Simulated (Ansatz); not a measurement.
Here is the system:

```yaml
crystal:
  lattice:
    - [2.90520, 0.00000, 0.00000]
    - [0.00000, 7.60454, 0.00000]
    - [0.00000, -3.80227, 6.58572]
  atoms:
    - { symbol: Si, position: [0.25000, 0.82495, 0.23108] }
    - { symbol: Si, position: [0.75000, 0.17505, 0.76892] }
    - { symbol: Si, position: [0.75000, 0.23108, 0.40613] }
    - { symbol: Si, position: [0.25000, 0.76892, 0.59387] }
    - { symbol: Si, position: [0.25000, 0.40613, 0.17505] }
    - { symbol: Si, position: [0.75000, 0.59387, 0.82495] }
    - { symbol: N, position: [0.25000, 0.66667, 0.33333] }
    - { symbol: N, position: [0.75000, 0.33333, 0.66667] }
    - { symbol: N, position: [0.25000, 0.66985, 0.96919] }
    - { symbol: N, position: [0.75000, 0.33015, 0.03081] }
    - { symbol: N, position: [0.75000, 0.96919, 0.29934] }
    - { symbol: N, position: [0.25000, 0.03081, 0.70066] }
    - { symbol: N, position: [0.25000, 0.29934, 0.33015] }
    - { symbol: N, position: [0.75000, 0.70066, 0.66985] }
```

The cell is taken as given.

Transport runs along the normal of the first two printed cell vectors, the (100) plane of the conventional cell.

The gap is the functional's own. No spin-orbit coupling. Mid-gap values are those at the computed energy nearest the middle.

Estimate the band gap and the smallest decay constant κ at mid-gap that r2SCAN (Ansatz, a first-principles code) returns for this system.

Gap 5.00 eV on a 10×6×6 mesh; κ = 0.402 1/Å, at the zone centre.
